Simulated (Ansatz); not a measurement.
Functionals compared on a constructed model of the (111)B surface of 3C silicon carbide, C-terminated, (√3x√3)R30° Si adatom at T4 (bottom of the slab: 3 H on 3 bottom sites), in Ansatz (plane waves, PAW). The structure was relaxed with PBE; the other rows are single points on it. Cutoff 420 eV (500 eV for r2SCAN).

Set-up: 28 atoms, 11.4 Å thick at the start with caps and adatoms (thin: gaps and levels are the slab's own); mesh 6x6x1; 0.025 eV smearing; dipole correction on; 6 atoms held, the rest relaxed; symmetry of the start imposed; spin-polarised, ending with about 1.0 μB a cell; orders that need a larger cell were not tried, no spin-orbit, no U. In PBE it lies 0.04 eV a 1x1 cell over the lowest computed structure of the same composition ((√3x√3)R30° Si adatom at H3). These notes are the PBE run's. r2SCAN: The program's check for a lower electronic state was not made.

```csv
functional,gap of the slab on its k-mesh (eV),highest filled level below the top vacuum level (eV),magnetic moment of the cell (μB),rough cost of the single point
PBE,0.57,5.02,1.00,–
r2SCAN,1.00,5.23,1.00,very roughly 5 core-minutes
```

Ansatz is a first-principles code.
